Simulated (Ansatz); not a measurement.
## MoTe2 under a change: strain tensor (xx, yy, zz, yz, xz, xy) = (+1.59, +1.74, −1.20, +1.28, +0.38, −0.27) %

Consider MoTe₂ in the 2H-MoS2 type structure (space group P6_3/mmc, No. 194; a = 3.5421 Å, c = 14.1819 Å; layered, stacked along the Cartesian z axis). Axes: x lies along a and z along c of the hexagonal cell.

Now apply this change: the symmetric strain tensor [0.0159 -0.0027 0.0037; -0.0027 0.0174 0.0128; 0.0037 0.0128 -0.0120], atoms relaxed at fixed cell.

Calculations: r2SCAN+rVV10 (Ansatz, an electronic-structure program), no SOC. Settings: 11×11×3 k-points, 0.05 eV Fermi–Dirac smearing.

| quantity | base | changed | shift |
|---|---|---|---|
| volume per atom | 25.68 Å³ | 26.22 Å³ | +0.54 Å³ |
| space group | P6_3/mmc (No. 194) | P-1 (No. 2) | – |
| shortest interatomic distance | 2.721 Å | 2.728 Å | +0.007 Å |
| energy relative to the base (free energy F) | 0 meV/atom | +7.9 meV/atom | +7.9 meV/atom |
| pressure (mean of the normal stresses, compression positive) | 0.0 kbar | -15.4 kbar | -15.4 kbar |
| band gap | 0.87 eV | 0.76 eV | -0.11 eV |
| gap character | – | indirect, Γ → k = (0.364, 0.364, 0) in the run's primitive reciprocal basis | – |
| smallest direct gap | 1.08 eV | 1.07 eV | -0.01 eV |
| valence-band top at Γ (three highest levels, from the VBM) | 0.00, -0.50, -0.98 eV | 0.00, -0.37, -0.95 eV | – |
| largest internal atomic displacement | – | 0.050 Å | – |
| stress (xx, yy, zz, yz, xz, xy; compression positive) | – | (-2.34, -2.48, 0.19, -0.47, -0.13, 0.21) GPa | – |

Cost of the whole job for the changed cell (relaxation, final SCF and bands): about 18 core-minutes (a rough figure).

With Te present, leaving out spin-orbit coupling can change the band edges. Stability against distortions was not tested. Labels are those of the standard path for the cell's own space group.
